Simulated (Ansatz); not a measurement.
The starting structures come from a database of crystals and need not be the phases stable at ambient conditions.

Given:

```xyz
12
Lattice="6.6160 0.0000 0.0000 -3.3080 7.9327 0.0000 0.0000 2.4783 5.7600" Properties=species:S:1:pos:R:3 pbc="T T T"
K     -1.6013     6.8103     3.8960
K      4.9093     3.6006     1.8639
K      1.7067     4.8398     4.7439
K      1.6013     5.5712     1.0161
Na     3.3080     1.8587     4.3200
Na     3.3080     0.6196     1.4400
Al     0.0000     0.6196     1.4400
Al     0.0000     1.8587     4.3200
P      1.3092     2.4536     2.3574
P      1.9988     7.9574     3.4025
P     -1.9988     6.7182     0.5225
P      5.3067     3.6928     5.2374
```

Space group of this cell: Ibam. The cell is taken as given.

Transport runs along the normal of the first two printed cell vectors.

The gap is the functional's own. No spin-orbit coupling. Mid-gap values are interpolated on the energy grid.

### Question
State the band gap and the smallest decay constant κ at mid-gap according to r2SCAN (Ansatz, a quantum-chemistry and plane-wave program).

### Answer
Gap 2.09 eV on a 6×6×6 mesh; κ = 0.193 1/Å, at the zone centre.
